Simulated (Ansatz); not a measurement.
TiAl (Pm-3m, No. 221, 2 atoms in the cell; start mp-1061123; a measured phase of this formula has another space group) was calculated with r²SCAN (Ansatz, a first-principles code, PAW).

Settings: plane-wave cutoff 560 eV, 18×18×18 k mesh, Fermi–Dirac smearing 0.05 eV, no spin polarisation, scalar-relativistic PAW data made under PBE.

Cell (relaxed at this level):

Space group Pm-3m (No. 221); a = b = c = 3.1719 Å, α = β = γ = 90.00°

| atom | site | symmetry | x | y | z |
|---|---|---|---|---|---|
| Ti | 1a | m-3m | 0.0000 | 0.0000 | 0.0000 |
| Al | 1b | m-3m | 0.5000 | 0.5000 | 0.5000 |

Question: Predict the bulk modulus B0.

Answer: 
* **bulk modulus B0**: 120 GPa

Note: the run has no spin polarisation, so it can have missed a magnetic state; the bulk modulus is −V dP/dV from two relaxed cells at ±2 % in volume; the relaxation could not lower the start's symmetry, so the cell can be a saddle point above a distorted one.

It cost around 40 core-seconds (rough) of CPU time.

A start named mp-… is a Materials Project structure, which need not be a measured phase.
